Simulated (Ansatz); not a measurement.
# Defect calculation: Ga vacancy + O vacancy (V_Ga+V_O) in beta Ga2O3

Level of theory: PBE, PAW (plane waves to 420 eV; Ansatz, an electronic-structure program). Cell: 120 sites, 1×3×2 repeats of a cell of 20 atoms; final energies on a 2×2×2 shifted mesh. Sites at the start: the Ga(1) site; O(1) 1.86 Å away. Finite-size correction: monopole term and site-potential alignment. Dielectric constants: PBE linear response of the host. Host gap at this level: 2.01 eV. Finite-size and sampling errors can reach tenths of an eV here. PBE underestimates the host's gap, which shifts levels and can delocalise carriers. Spin–orbit coupling is left out. Each state is the lowest found from its start.

Formation energies E_f are given with the Fermi level at the valence-band maximum. Chemical conditions: Ga-rich (Δμ(Ga) = 0.00 eV, Δμ(O) = -3.04 eV; only phases computed here count, gases as isolated molecules at 0 K); O-rich (Δμ(Ga) = -4.56 eV, Δμ(O) = 0.00 eV; only phases computed here count, gases as isolated molecules at 0 K). Reference phases: Ga: alpha gallium, O: O2 molecule in a box.

The name describes the start.

Charges with a result: +1, 0, −1. Others weren't obtained, and one of them could lie lower, also by skipping a charge.

```json
[
 {"charge": "+1", "moment (μB)": "2.0", "point group": "C1", "largest move off a lattice site (Å)": "0.83", "image correction with alignment (eV)": "-0.19", "E_f, Ga-rich (eV)": "5.32", "E_f, O-rich (eV)": "3.80", "above the lowest spin state (eV)": "0.00"},
 {"charge": "+1†", "moment (μB)": "not spin-polarised", "point group": "–", "largest move off a lattice site (Å)": "0.86", "image correction with alignment (eV)": "-0.20", "E_f, Ga-rich (eV)": "–", "E_f, O-rich (eV)": "–", "above the lowest spin state (eV)": "0.36"},
 {"charge": "0", "moment (μB)": "1.0", "point group": "C1", "largest move off a lattice site (Å)": "0.88", "image correction with alignment (eV)": "0.00", "E_f, Ga-rich (eV)": "5.53", "E_f, O-rich (eV)": "4.01", "above the lowest spin state (eV)": "0.00"},
 {"charge": "0", "moment (μB)": "1.0", "point group": "C1", "largest move off a lattice site (Å)": "0.88", "image correction with alignment (eV)": "0.00", "E_f, Ga-rich (eV)": "5.53", "E_f, O-rich (eV)": "4.01", "above the lowest spin state (eV)": "0.00"},
 {"charge": "−1", "moment (μB)": "0.0", "point group": "C1", "largest move off a lattice site (Å)": "0.71", "image correction with alignment (eV)": "0.42", "E_f, Ga-rich (eV)": "6.45", "E_f, O-rich (eV)": "4.93", "above the lowest spin state (eV)": "0.00"},
 {"charge": "−1", "moment (μB)": "not spin-polarised", "point group": "C1", "largest move off a lattice site (Å)": "0.87", "image correction with alignment (eV)": "0.43", "E_f, Ga-rich (eV)": "6.45", "E_f, O-rich (eV)": "4.93", "above the lowest spin state (eV)": "0.00"}
]
```

† A state of higher energy that isn't settled.

Point groups are those of the whole cell at tolerances of 0.03 and 0.1 Å ("near" where only the looser one holds); none is given for unsettled states.

Starting moments that weren't kept: charge 0 began with 3 μB and ended with 1.0; charge −1 began with 2 μB and ended with 0.0.

Transition levels above the valence-band maximum: ε(+1/0) = 0.21 eV; ε(0/−1) = 0.91 eV. On the lower envelope of the bound states, inside the gap: (+1/0) at 0.21 eV; (0/−1) at 0.91 eV.

Flagged in the runs: a host whose relaxation on this sampling wasn't shown to rest.

All states together cost about 40 core-hours (a rough figure).
